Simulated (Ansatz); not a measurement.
Results of PBE-D4 (Ansatz, a first-principles code, plane waves, PAW) for L1₂ (Cu3Au-type) Ni3Fe.

Numerical settings: plane-wave cutoff 520 eV, 16×16×16 k mesh, Fermi–Dirac smearing 0.05 eV, spin-polarised with parallel moments, scalar-relativistic PAW data made under PBE.

Response to compression and expansion:

```json
[
 {"V (Å³/atom)": "10.167", "P (GPa)": "15.19", "moment (μB per cell of 4 atoms)": "4.67"},
 {"V (Å³/atom)": "10.383", "P (GPa)": "9.53", "moment (μB per cell of 4 atoms)": "4.71"},
 {"V (Å³/atom)": "10.600", "P (GPa)": "4.49", "moment (μB per cell of 4 atoms)": "4.75"},
 {"V (Å³/atom)": "10.816", "P (GPa)": "-0.01", "moment (μB per cell of 4 atoms)": "4.79"},
 {"V (Å³/atom)": "11.032", "P (GPa)": "-4.02", "moment (μB per cell of 4 atoms)": "4.83"},
 {"V (Å³/atom)": "11.249", "P (GPa)": "-7.59", "moment (μB per cell of 4 atoms)": "4.86"},
 {"V (Å³/atom)": "11.465", "P (GPa)": "-10.76", "moment (μB per cell of 4 atoms)": "4.88"}
]
```
